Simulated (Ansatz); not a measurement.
**Response to strain in ZrS2**

The reference is ZrS2 in the CdI2 type structure (space group P-3m1, No. 164; a = 3.5781 Å, c = 5.5401 Å; layered, stacked along the Cartesian z axis).

Strains are applied to the cell and any free atomic positions relax.

Level of theory: plane-wave PAW DFT at the PBEsol-D3(BJ) level (Ansatz, a first-principles code, 420 eV), spin-orbit coupling left out.

Notes on the quantities. energy relative to the base: free energy F; pressure: mean of the normal stresses, compression positive.

```csv
variant,energy relative to the base,largest internal atomic displacement,band gap,pressure,shortest interatomic distance
base,0 meV/atom,–,0.29 eV,0.0 GPa,4.788 bohr
isotropic strain −3.00 %,+30 meV/atom,0.080 Å,zero,5.8 GPa,4.733 bohr
isotropic strain −2.50 %,+20 meV/atom,0.067 Å,zero,4.6 GPa,4.743 bohr
isotropic strain −2.00 %,…,…,zero,…,4.752 bohr
isotropic strain −1.50 %,+7.1 meV/atom,0.041 Å,zero,2.6 GPa,4.761 bohr
isotropic strain −0.50 %,+0.8 meV/atom,0.014 Å,0.21 eV,8.2 kbar,4.779 bohr
isotropic strain +1.00 %,+2.9 meV/atom,0.028 Å,0.45 eV,-14.4 kbar,4.805 bohr
isotropic strain +1.50 %,+6.4 meV/atom,0.043 Å,0.52 eV,-20.8 kbar,4.813 bohr
isotropic strain +2.50 %,+17 meV/atom,0.072 Å,0.67 eV,-32.5 kbar,4.830 bohr
isotropic strain +3.00 %,+24 meV/atom,0.088 Å,0.73 eV,-37.4 kbar,4.837 bohr
```

### Question
Complete the table.

### Answer

- isotropic strain −2.00 %, energy relative to the base: +13 meV/atom
- isotropic strain −2.00 %, largest internal atomic displacement: 0.054 Å
- isotropic strain −2.00 %, pressure: 3.6 GPa

The mesh was chosen for an insulator and is coarse for the gapless case. No phonon test of stability was made. The final runs are not spin-polarised. Gaps under 0.05 eV, about the width of the smearing, are given as zero. The zero or small gap of ZrS2 can change with the level of theory.
